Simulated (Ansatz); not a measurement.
The structure below was relaxed with r2SCAN, PAW, 500 eV (Ansatz, a program for electronic structure; no spin-orbit coupling), at pressure 0.7 GPa.

```yaml
crystal:
  lattice:
    - [0.00000, 2.68968, 2.68968]
    - [2.68968, 0.00000, 2.68968]
    - [2.68968, 2.68968, 0.00000]
  atoms:
    - { symbol: Ni, position: [0.00000, 0.00000, 0.00000] }
    - { symbol: Si, position: [0.25000, 0.25000, 0.25000] }
    - { symbol: Si, position: [0.75000, 0.75000, 0.75000] }
```

### Question
Find the space group and the Wyckoff positions.

### Answer
Space group Fm-3m (No. 225); a = b = c = 5.3794 Å, α = β = γ = 90.00°

```tsv
atom	site	symmetry	x	y	z
Ni	4a	m-3m	0.0000	0.0000	0.0000
Si	8c	-43m	0.2500	0.2500	0.2500
```

Load acts through the strain it causes; cell and atoms are relaxed under it. No phonon test of stability was made. All final runs are without spin polarisation. The cell was made from NiSi2 (space group Fm-3m, No. 225; non-magnetic) by this change: pressure 0.7 GPa.
